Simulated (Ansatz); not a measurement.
Cubic perovskite KZnF₃: PBE at its full settings (plane-wave cutoff 520 eV, 8×8×8 k mesh, Fermi–Dirac smearing 0.01 eV, scalar-relativistic PAW data made under PBE) and at cheaper ones, in a cell of 5 atoms with Γ-centred meshes.

| level and setting | lattice parameter a (Å) | bulk modulus (GPa) |
|---|---|---|
| PBE (Ansatz) | 4.128 | 69.9 |
| PBE (Γ point alone) (Ansatz) | 4.155 | 66.3 |
| PBE (2×2×2 k mesh) (Ansatz) | 4.128 | 70.4 |
| PBE (4×4×4 k mesh) (Ansatz) | 4.127 | 69.9 |
| PBE (6×6×6 k mesh) (Ansatz) | 4.128 | 69.9 |
| PBE (Fermi-Dirac smearing of 0.3 eV) (Ansatz) | 4.128 | 69.9 |

Largest shifts from the full settings: lattice constant a +0.65 % (PBE (Γ point alone)), against a difference of +1.80 % of the full result from the reference 4.055 Å (measured, room temperature, no zero-point or thermal correction; as tabulated in Dubrovin et al. (2021), arXiv:2110.13026); bulk modulus -5.2 % (PBE (Γ point alone)), against a difference of -12.6 % of the full result from the reference 80 GPa (measured, temperature not stated, no zero-point or thermal correction, (C11+2C12)/3; as tabulated in Vaitheeswaran et al. (2016), arXiv:1609.00541).

Caveats: the relaxation could not lower the start's symmetry, so the cell can be a saddle point above a distorted one (PBE, PBE (Γ point alone), PBE (2×2×2 k mesh), PBE (4×4×4 k mesh), PBE (6×6×6 k mesh), PBE (Fermi-Dirac smearing of 0.3 eV)). Ansatz's density-functional and Hartree–Fock values are scalar-relativistic unless marked +SOC, with PAW data made under PBE.

Run with cheap settings on purpose, which may leave them unconverged: PBE (2×2×2 k mesh), PBE (4×4×4 k mesh), PBE (6×6×6 k mesh), PBE (Fermi-Dirac smearing of 0.3 eV), PBE (Γ point alone).

Ansatz is a first-principles code.
